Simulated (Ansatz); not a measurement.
Bond-angle distributions (per cent of the angles at each element, bins of 10°) of a relaxed model of amorphous Ga24O37Na2 at 4.87 g/cm³. The numbers are results of PBE, scalar-relativistic without spin-orbit coupling (plane waves to 420 eV, PAW; Ansatz, an electronic-structure program), not measurements.

A CHGNet melt-quench gave the starting glass, which DFT then relaxed. O atoms were pushed apart under 1.9 Å during the dynamics, to hinder bonds among them. The hot cell started wider than the set density and was brought back towards it in steps. It is the lowest in DFT energy of 2 quenches. It is a model cell: composition and starting density were chosen by hand, and all elements were melted together. No dispersion term was used. Its density started from a set value of 4.87 and ended at 4.87 g/cm³. The quench (nominally 220 K/ps over its main leg) was far faster than any real one, so the model tends to hold more defects than a real film. Values belong to this one cell and scatter from quench to quench. The volume was held where the preparation left it and the shape relaxed, at a PBE pressure of -1.0 GPa (tension). Stress components on the final sampling reach 1.2 GPa.

Neighbours within Ga-Ga 2.68 Å, Ga-O 2.44 Å, Ga-Na 3.17 Å, O-O 1.58 Å, O-Na 2.78 Å, Na-Na 3.65 Å count as bonded. Two cations that share two anions don't count as bonded, nor two that share one unless they lie closer than Ga-Ga 2.61 Å, Ga-Na 3.08 Å, Na-Na 3.55 Å.

| angle (°) | at Ga | at O | at Na |
|---|---|---|---|
| 50-60 | 0 | 0 | 0 |
| 60-70 | 0 | 0 | 3 |
| 70-80 | 6 | 1 | 27 |
| 80-90 | 20 | 7 | 7 |
| 90-100 | 18 | 21 | 10 |
| 100-110 | 20 | 14 | 17 |
| 110-120 | 15 | 20 | 7 |
| 120-130 | 6 | 20 | 3 |
| 130-140 | 4 | 9 | 3 |
| 140-150 | 0 | 6 | 10 |
| 150-160 | 4 | 1 | 3 |
| 160-170 | 6 | 1 | 3 |
| 170-180 | 0 | 0 | 3 |

They go with these counts of neighbours within the cut-offs, cation contacts included: Ga mean 4.6, most often 5; O mean 3.2, most often 3; Na mean 6.0, most often 6.
